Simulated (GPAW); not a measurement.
**GPAW run on GaN (F-43m, 2 atoms in the cell): self-consistent single point**

Computed with PBE, GPAW PAW datasets PBE (gpaw-data 1.0.1) (plane waves; GPAW).

The input file:

```python
from ase import Atoms
from ase.units import GPa
from gpaw import GPAW, PW, FermiDirac

atoms = Atoms(['Ga', 'N'],
              cell=[[0.000000, 2.248700, 2.248700],
                    [2.248700, 0.000000, 2.248700],
                    [2.248700, 2.248700, 0.000000]],
              positions=[[0.000000, 0.000000, 0.000000],
                         [1.124350, 1.124350, 1.124350]],
              pbc=True)

calc = GPAW(mode=PW(900),
            xc='PBE',
            kpts=(7, 7, 7),
            occupations=FermiDirac(0.02),
            nbands=-8,
            convergence={'forces': 0.001, 'bands': -6},
            symmetry={'symmorphic': False, 'tolerance': 0.0005},
            maxiter=100)

atoms.calc = calc

energy = atoms.get_potential_energy()
print('Energy (eV):', round(energy, 6))
forces = atoms.get_forces()
print('Forces (eV/Ang):')
print(forces.round(5))
stress = atoms.get_stress()
print('Stress (GPa, Voigt):', (stress / GPa).round(4))
```

Output (repeated stretches shortened):

```
Input parameters:
  convergence: {bands: -6,
                forces: 0.001}
  kpts: [7 7 7]
  maxiter: 100
  mode: {ecut: 900.0000000000001,
         name: pw}
  nbands: -8
  occupations: {fixmagmom: False,
                name: fermi-dirac,
                width: 0.02}
  symmetry: {symmorphic: False,
             tolerance: 0.0005}
  xc: PBE

species:
  Ga:
    name: Gallium
    Z: 31.0
    valence: 3
    core: 28
    charge: 0.0
    file: Ga.PBE.gz

    # Using partial waves for Ga as LCAO basis

  N:
    name: Nitrogen
    Z: 7.0
    valence: 5
    core: 2
    charge: 0.0
    file: N.PBE.gz

    # Using partial waves for N as LCAO basis

Reference energy: -54366.393033  # eV

Spin-paired calculation

Convergence criteria:
 Maximum [total energy] change in last 3 cyles: 0.0005 eV / valence electron
 Maximum integral of absolute [dens]ity change: 0.0001 electrons / valence electron
 Maximum integral of absolute [eigenst]ate change: 4e-08 eV^2 / valence electron
 Maximum change in the atomic [forces] across last 2 cycles: 0.001 eV/Ang OR
Maximum error relative to the maximum force is below inf
 Maximum number of scf [iter]ations: 100

Symmetries present (total): 24
Symmetries with fractional translations: 0
343 k-points: 7 x 7 x 7 Monkhorst-Pack grid
20 k-points in the irreducible part of the Brillouin zone
       k-points in crystal coordinates                weights
   0:     0.00000000    0.00000000    0.00000000          1/343
   1:     0.14285714    0.14285714    0.00000000          6/343
   2:     0.14285714    0.14285714    0.14285714          8/343
   [... 7 lines left out ...]
          ...
  19:     0.42857143    0.42857143    0.42857143          8/343

Wave functions: Plane wave expansion
  Cutoff energy: 900.000 eV
  Number of coefficients (min, max): 1376, 1411
  Pulay-stress correction: 0.000000 eV/Ang^3 (de/decut=0.000000)

Occupation numbers: Fermi-Dirac:
  width: 0.0200  # eV

Eigensolver

Densities:
  Coarse grid: 24*24*24 grid
  Fine grid: 48*48*48 grid
  Total Charge: 0.000000

Density mixing:
  Method: separate
  Backend: pulay
  Linear mixing parameter: 0.05
  old densities: 5
  Damping of long wavelength oscillations: 50

Hamiltonian:
  XC and Coulomb potentials evaluated on a 48*48*48 grid
  External potential:
    NoExternalPotential

XC parameters: PBE with 2 nearest neighbor stencil

Number of atoms: 2
Number of atomic orbitals: 8
Number of bands in calculation: 12
Number of valence electrons: 8
Bands to converge: 6

Density initialized from atomic densities
  8 bands from LCAO basis set
  4 bands from random numbers

Atomic positions and initial magnetic moments

Positions:
   0 Ga     0.000000    0.000000    0.000000    ( 0.0000,  0.0000,  0.0000)
   1 N      1.124350    1.124350    1.124350    ( 0.0000,  0.0000,  0.0000)

Unit cell:
           periodic     x           y           z      points  spacing
  1. axis:    yes    0.000000    2.248700    2.248700    24     0.1082
  2. axis:    yes    2.248700    0.000000    2.248700    24     0.1082
  3. axis:    yes    2.248700    2.248700    0.000000    24     0.1082

  Lengths:   3.180142   3.180142   3.180142
  Angles:   60.000000  60.000000  60.000000

Effective grid spacing dv^(1/3) = 0.1180

     iter     time        total  log10-change:
                         energy   eigst   dens  force
iter:   1 --:--:--   -13.904777   +0.50
iter:   2 --:--:--   -13.409926   -1.44  -0.56
iter:   3 --:--:--   -12.095496   -0.81  -0.61
iter:   4 --:--:--   -12.080932   -1.99  -1.06
iter:   5 --:--:--   -12.077548   -2.40  -1.24
iter:   6 --:--:--   -12.078024c  -3.89  -2.37
iter:   7 --:--:--   -12.076775c  -3.87  -2.29
iter:   8 --:--:--   -12.076685c  -4.45  -2.61
iter:   9 --:--:--   -12.076692c  -6.39  -3.33
iter:  10 --:--:--   -12.076692c  -7.73c -3.30
iter:  11 --:--:--   -12.076684c  -5.58  -3.30
iter:  12 --:--:--   -12.076684c  -7.81c -4.35c
iter:  13 --:--:--   -12.076684c  -9.26c -4.78c -15.75c

Converged after 13 iterations.

Dipole moment: (-1.166823, -1.166823, -1.166823) |e|*Ang

Energy contributions relative to reference atoms: (reference = -54366.393033)

Kinetic:        +35.303099
Potential:      -31.058746
External:        +0.000000
XC:             -16.494875
Entropy (-ST):   -0.000000
Local:           +0.173838
SIC:             +0.000000
--------------------------
Free energy:    -12.076684
Extrapolated:   -12.076684

Showing only first 2 kpts
 Kpt  Band  Eigenvalues  Occupancy
  0     2      6.46901    2.00000
  0     3      6.46901    2.00000
  0     4      8.34999    0.00000
  0     5     16.91841    0.00000

  1     2      5.85538    2.00000
  1     3      5.85538    2.00000
  1     4     10.13202    0.00000
  1     5     15.43714    0.00000

Fermi level: 6.85279

Gap: 1.881 eV
Transition (v -> c):
  (s=0, k=0, n=3, [0.00, 0.00, 0.00]) -> (s=0, k=0, n=4, [0.00, 0.00, 0.00])
No difference between direct/indirect transitions
Energy (eV): -12.076684

Forces in eV/Ang:
  0 Ga    0.00000   -0.00000    0.00000
  1 N     0.00000    0.00000   -0.00000

Stress tensor:
    -0.090772     0.000000     0.000000
     0.000000    -0.090772     0.000000
     0.000000     0.000000    -0.090772
Stress (GPa, Voigt): [-14.5432 -14.5432 -14.5432   0.       0.       0.    ]
```

The run converged in 13 iterations. GPAW prints stress with tension positive.

At such cutoffs GPAW's stress carries a finite-basis (Pulay) error, which enters relaxed cells too; its log prints stress with tension positive.

The starting cell has typed, rounded lattice constants, without a prior relaxation at this level. Its lattice was rescaled by up to half a per cent.
